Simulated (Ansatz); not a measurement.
Base system: GaAs in the zinc blende structure (space group F-43m, No. 216; a = 5.6667 Å). Axes: x, y, z lie along the cube axes.

Level of theory: r2SCAN (Ansatz, a program for electronic structure, PAW, no SOC).

Before the change:

| Property | Result |
|---|---|
| Shortest interatomic distance | 4.637 bohr |
| Valence-band top at Γ | 0.00, 0.00, 0.00 eV |
| Band gap | 0.96 eV |

Now apply this change: tensor shear ε_xy = +0.57 % (engineering shear γ = 0.0114); the atoms relax in the strained cell.

Task: Estimate the effect on the shortest interatomic distance, valence-band top at Γ and band gap.

Result: The shortest interatomic distance shrinks by 0.008 bohr, from 4.637 bohr to 4.629 bohr; the valence-band top at Γ (three highest levels, from the VBM) becomes 0.00, -0.05, -0.09 eV (base: 0.00, 0.00, 0.00 eV); the band gap shrinks by 0.05 eV (0.96 eV → 0.91 eV).

Stability against distortions was not tested.
